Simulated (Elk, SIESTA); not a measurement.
An Elk input for a self-consistent single point of LaS (Fm-3m, 2 atoms in the cell) (DFT, PBEsol, spin-orbit coupling in second variation, all-electron FP-LAPW, Elk's shipped species files, APW+lo basis with extra local orbitals):

```
tasks
  0

xctype
  22

spinorb
  .true.

rgkmax
  8.0

gmaxvr
  16.0

nxlo
  2

lorbcnd
  .true.

lmaxi
  3

nempty
  10

swidth
  0.00367493

maxscl
  100

scale
  1.889726125

avec
    0.0000000000    2.9416000000    2.9416000000
    2.9416000000    0.0000000000    2.9416000000
    2.9416000000    2.9416000000    0.0000000000

atoms
  2
  'La.in'
  1
  0.0000000000  0.0000000000  0.0000000000    0.0 0.0 0.0
  'S.in'
  1
  0.5000000000  0.5000000000  0.5000000000    0.0 0.0 0.0

ngridk
  7 7 7
```

Give the SIESTA input for the same structure, mesh, smearing and functional.

One input that does it (others would too):

```
# files in the folder: La.psml S.psml (PseudoDojo PBEsol fully relativistic)
SystemName  LaS
SystemLabel las

NumberOfAtoms                2
NumberOfSpecies              2
%block ChemicalSpeciesLabel
  1 57 La
  2 16 S
%endblock ChemicalSpeciesLabel
LatticeConstant              4.160051 Ang
%block LatticeVectors
     0.000000000    0.707106716    0.707106716
     0.707106716    0.000000000    0.707106716
     0.707106716    0.707106716    0.000000000
%endblock LatticeVectors
AtomicCoordinatesFormat      ScaledCartesian
%block AtomicCoordinatesAndAtomicSpecies
     0.000000000    0.000000000    0.000000000  1
     0.707106716    0.707106716    0.707106716  2
%endblock AtomicCoordinatesAndAtomicSpecies

XC.functional                GGA
XC.authors                   PBEsol
PAO.BasisSize                DZP
PAO.EnergyShift              0.005 Ry
MeshCutoff                   400 Ry
%block kgrid.MonkhorstPack
    7   0   0  0.0
    0   7   0  0.0
    0   0   7  0.0
%endblock kgrid.MonkhorstPack
OccupationFunction           FD
ElectronicTemperature        1160.45 K
Spin                         spin-orbit
%block DM.InitSpin
  1 0.00 0.00 0.00
  2 0.00 0.00 0.00
%endblock DM.InitSpin

MaxSCFIterations             150
SCF.Mixer.Method             Pulay
SCF.Mixer.Weight             0.2
SCF.Mixer.History            6
SCF.DM.Tolerance             1.0E-04
Diag.ParallelOverK           true
WriteForces                  true
```

Basis, cutoffs, solver keys and any potentials are the target program's own. This input uses DFT, GGA PBEsol with spin-orbit coupling, numerical atomic orbitals DZP, PseudoDojo PBEsol fully relativistic norm-conserving potentials (rewritten from UPF to PSML). Both were run: size of the net moment 0.00 μB/atom in Elk and 0.00 in SIESTA.

On Elk: the starting cell comes from a database of computed structures (which also holds hypothetical and non-ambient phases and stackings), without a prior relaxation at this level. Values depend on the basis (sphere radii, cutoffs, local orbitals), which need not be converged.

On SIESTA: the starting cell comes from a database of computed structures (which also holds hypothetical and non-ambient phases and stackings), without a prior relaxation at this level. Values carry the incompleteness of an atom-centred basis.
